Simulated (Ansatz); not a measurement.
Given:

```xyz
2
Lattice="0.0000 2.8217 2.9008 2.8217 0.0000 2.9008 2.8217 2.8217 0.0000" Properties=species:S:1:pos:R:3 pbc="T T T"
Ge     2.8217     2.8217     2.9008
Ge     4.2325     4.2325     4.3512
```

The numbers are results of PBEsol, rigid bands (plane waves, PAW, scalar-relativistic; Ansatz, a first-principles code), not measurements. Condition of this run: uniaxial stress zz = -2 GPa (compression positive) (the target of the relaxation). Cell: cell and atoms relaxed with PBEsol, then loaded as said.

**Question.** Is this a good metal at this level?

**Answer.** No. No gap shows, but r2SCAN opens one on the same cell, so the missing gap may be the functional's error (that test had no spin-orbit coupling). N(E_F) = 0.026 states/eV a cell at 300 K and the Drude plasma energy along the best axis is 0.46 eV, several times under that of a simple or noble metal.

Spin-orbit coupling is left out; it can open or close a small gap.
